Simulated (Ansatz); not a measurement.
System: MgO (model structure, from the CsCl type, Pm-3m, No. 221). Method: G0W0@HSE06 (plane waves, hard PAW, contour deformation; Ansatz, a first-principles code).

The same calculation (at the PBEsol cell, 9.131 Å³/atom) with different numerical settings; throughout: k mesh 2×2×2:

```json
[
 {"run": "1", "response cutoff (eV)": "100", "empty bands": "76", "quasiparticle gap on the mesh (eV)": "4.201", "quasiparticle gap at Γ (eV)": "5.443", "rough time": "20 core-s"},
 {"run": "2", "response cutoff (eV)": "150", "empty bands": "140", "quasiparticle gap on the mesh (eV)": "4.447", "quasiparticle gap at Γ (eV)": "5.659", "rough time": "20 core-s"},
 {"run": "3", "response cutoff (eV)": "200", "empty bands": "215", "quasiparticle gap on the mesh (eV)": "4.565", "quasiparticle gap at Γ (eV)": "5.758", "rough time": "30 core-s"},
 {"run": "4", "response cutoff (eV)": "250", "empty bands": "301", "quasiparticle gap on the mesh (eV)": "4.653", "quasiparticle gap at Γ (eV)": "5.834", "rough time": "40 core-s"},
 {"run": "5", "response cutoff (eV)": "300", "empty bands": "396", "quasiparticle gap on the mesh (eV)": "4.698", "quasiparticle gap at Γ (eV)": "5.871", "rough time": "70 core-s"},
 {"run": "6", "response cutoff (eV)": "400", "empty bands": "609", "quasiparticle gap on the mesh (eV)": "4.747", "quasiparticle gap at Γ (eV)": "5.911", "rough time": "100 core-s"},
 {"run": "7", "response cutoff (eV)": "500", "empty bands": "852", "quasiparticle gap on the mesh (eV)": "(withheld)", "quasiparticle gap at Γ (eV)": "(withheld)", "rough time": "4 core-min"}
]
```

### Question
Fill in the missing entries.

### Answer

- 7, quasiparticle gap on the mesh (eV): 4.777
- 7, quasiparticle gap at Γ (eV): 5.935

In the column quasiparticle gap on the mesh (eV) the first row differs from the last by -0.576 and the next to last by -0.030.

The last row is no converged limit: other settings stay fixed.

Note: GW on a hybrid start was not checked against another program.

A model structure was made by putting elements into a prototype or built by hand; it is no filed structure, need not be a known phase, and can be a saddle point held by its symmetry.
